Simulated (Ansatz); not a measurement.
The starting structures come from a database of crystals and need not be the phases stable at ambient conditions.

Data:

```yaml
crystal:
  lattice:
    - [4.98540, 0.00000, 0.00000]
    - [0.00000, 7.08994, 0.00000]
    - [0.00000, 0.00000, 4.84693]
  atoms:
    - { symbol: Al, position: [0.96949, 0.60960, 0.25215] }
    - { symbol: Al, position: [0.03051, 0.39040, 0.74785] }
    - { symbol: Al, position: [0.46949, 0.89040, 0.24785] }
    - { symbol: Al, position: [0.53051, 0.10960, 0.75215] }
    - { symbol: Al, position: [0.03051, 0.10960, 0.24785] }
    - { symbol: Al, position: [0.96949, 0.89040, 0.75215] }
    - { symbol: Al, position: [0.53051, 0.39040, 0.25215] }
    - { symbol: Al, position: [0.46949, 0.60960, 0.74785] }
    - { symbol: O, position: [0.89802, 0.34600, 0.10702] }
    - { symbol: O, position: [0.10198, 0.65400, 0.89298] }
    - { symbol: O, position: [0.39802, 0.15400, 0.39298] }
    - { symbol: O, position: [0.60198, 0.84600, 0.60702] }
    - { symbol: O, position: [0.10198, 0.84600, 0.39298] }
    - { symbol: O, position: [0.89802, 0.15400, 0.60702] }
    - { symbol: O, position: [0.60198, 0.65400, 0.10702] }
    - { symbol: O, position: [0.39802, 0.34600, 0.89298] }
    - { symbol: O, position: [0.75000, 0.00000, 0.04940] }
    - { symbol: O, position: [0.25000, 0.00000, 0.95060] }
    - { symbol: O, position: [0.25000, 0.50000, 0.45060] }
    - { symbol: O, position: [0.75000, 0.50000, 0.54940] }
```

The cell is taken as given; by r2SCAN it stands under a pressure of -7.3 GPa.

Transport runs along the normal of the first two printed cell vectors.

The gap is the functional's own. No spin-orbit coupling. Mid-gap values are those at the computed energy nearest the middle.

### Question
Predict the band gap and the smallest decay constant κ at mid-gap from Ansatz (an electronic-structure program) with r2SCAN.

### Answer
Gap 6.20 eV on a 6×4×6 mesh; κ = 0.378 1/Å, at the zone centre.
